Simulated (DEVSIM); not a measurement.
System: abrupt Si n-p junction, at 400 K.

```tsv
layer (left to right)	material	thickness (μm)	Nd (cm⁻³)	Na (cm⁻³)	τn (s)	τp (s)
1	Si	1.00	7.8e16	-	1.1e-6	1.1e-6
2	Si	1.40	-	9.7e17	1.1e-6	1.1e-6
```

Left contact: ohmic. Right contact: ohmic. Voltage is applied to the left contact. Recombination: SRH at mid-gap, Auger. Gap narrowing is on: ΔEg = 6.92 meV × (l + √(l² + 0.5)), l = ln(N/1.3e17 cm⁻³), shared equally by both band edges. Mobility is constant in doping.

Constants are typed, rounded textbook-type inputs, not results; the design itself was drawn at random and stands for no fabricated device. Values at 300 K; Nc and Nv go as T^1.5, mobilities as T to minus their exponent, the gap by Varshni's rule with the affinity fixed.

```tsv
parameter	Si
gap (eV)	1.124
affinity (eV)	4.05
permittivity	11.7
Nc (cm⁻³)	2.86e19
Nv (cm⁻³)	3.1e19
μn (cm²/Vs)	1417
μp (cm²/Vs)	470
T exponent of μn	2.3
T exponent of μp	2.2
Cn (cm⁶/s)	2.8e-31
Cp (cm⁶/s)	9.9e-32
Varshni α (eV/K)	0.000473
Varshni β (K)	636
```

DEVSIM, 1D drift-diffusion, Boltzmann statistics, complete ionisation; no tunnelling, impact ionisation, image-force lowering or self-heating.

Problem. Tabulate band edges, carrier densities and field at zero bias.

Solution. Energies count from the Fermi level of the right contact; mesh points crowd at the junctions.

| x (μm) | Ec (eV) | Ev (eV) | n (cm⁻³) | p (cm⁻³) | field (V/cm) |
|---|---|---|---|---|---|
| 0.000 | 0.218 | -0.876 | 7.8e16 | 4.4e8 | ≈ 0 |
| 0.01824 | 0.218 | -0.876 | 7.8e16 | 4.4e8 | ≈ 0 |
| 0.05261 | 0.218 | -0.876 | 7.8e16 | 4.4e8 | ≈ 0 |
| 0.1088 | 0.218 | -0.876 | 7.8e16 | 4.4e8 | ≈ 0 |
| 0.2551 | 0.218 | -0.876 | 7.8e16 | 4.4e8 | ≈ 0 |
| 0.4767 | 0.218 | -0.876 | 7.8e16 | 4.4e8 | ≈ 0 |
| 0.6956 | 0.218 | -0.876 | 7.8e16 | 4.4e8 | ≈ 0 |
| 0.8676 | 0.222 | -0.872 | 7.1e16 | 4.9e8 | 2000 |
| 0.9337 | 0.324 | -0.770 | 3.7e15 | 9.5e9 | 42000 |
| 0.9741 | 0.590 | -0.504 | 1.6e12 | 2.2e13 | 90000 |
| 0.9956 | 0.812 | -0.282 | 2.6e9 | 1.3e16 | 120000 |
| 1.018 | 0.931 | -0.137 | 8.2e7 | 9.0e17 | 5500 |
| 1.053 | 0.933 | -0.134 | 7.6e7 | 9.7e17 | ≈ 0 |
| 1.111 | 0.933 | -0.134 | 7.6e7 | 9.7e17 | ≈ 0 |
| 1.261 | 0.933 | -0.134 | 7.6e7 | 9.7e17 | ≈ 0 |
| 1.472 | 0.933 | -0.134 | 7.6e7 | 9.7e17 | ≈ 0 |
| 1.830 | 0.933 | -0.134 | 7.6e7 | 9.7e17 | ≈ 0 |
| 2.082 | 0.933 | -0.134 | 7.6e7 | 9.7e17 | ≈ 0 |
| 2.263 | 0.933 | -0.134 | 7.6e7 | 9.7e17 | ≈ 0 |
| 2.335 | 0.933 | -0.134 | 7.6e7 | 9.7e17 | ≈ 0 |
| 2.373 | 0.933 | -0.134 | 7.6e7 | 9.7e17 | ≈ 0 |
| 2.400 | 0.933 | -0.134 | 7.6e7 | 9.7e17 | ≈ 0 |
